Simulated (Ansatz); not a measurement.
The starting structures come from a database of crystals and need not be the phases stable at ambient conditions.

 Where the default PAW files enter, the runs use the earlier of Ansatz's two default sets.

By PBEsol, the system below comes out a metal.

The ballistic (Sharvin) conductance counts the channels at the Fermi level: G/A = (e²/h) × channels of both spins per area.

Input:

```yaml
crystal:
  lattice:
    - [4.01014, 0.00000, 0.00000]
    - [0.00000, 5.27355, 0.00000]
    - [0.00000, 0.00000, 7.39776]
  atoms:
    - { symbol: Si, position: [0.75000, 0.29964, 0.90225] }
    - { symbol: Si, position: [0.25000, 0.70036, 0.09775] }
    - { symbol: Si, position: [0.25000, 0.20036, 0.40225] }
    - { symbol: Si, position: [0.75000, 0.79964, 0.59775] }
    - { symbol: Ru, position: [0.25000, 0.51386, 0.78778] }
    - { symbol: Ru, position: [0.75000, 0.48614, 0.21222] }
    - { symbol: Ru, position: [0.75000, 0.98614, 0.28778] }
    - { symbol: Ru, position: [0.25000, 0.01386, 0.71222] }
    - { symbol: Ru, position: [0.75000, 0.83351, 0.93467] }
    - { symbol: Ru, position: [0.25000, 0.16649, 0.06533] }
    - { symbol: Ru, position: [0.25000, 0.66649, 0.43467] }
    - { symbol: Ru, position: [0.75000, 0.33351, 0.56533] }
```

Space group of this cell: Pnma. The cell is taken as given; by PBEsol its mean pressure is -3.5 GPa.

The current flows along the normal of the first two printed cell vectors. No spin-orbit coupling; the value is a mean over 0.1 eV about the Fermi level.

State the ballistic conductance per area according to Ansatz (a quantum-chemistry and plane-wave program) with PBEsol.

0.55 × 10¹⁵ S/m² for both spins.
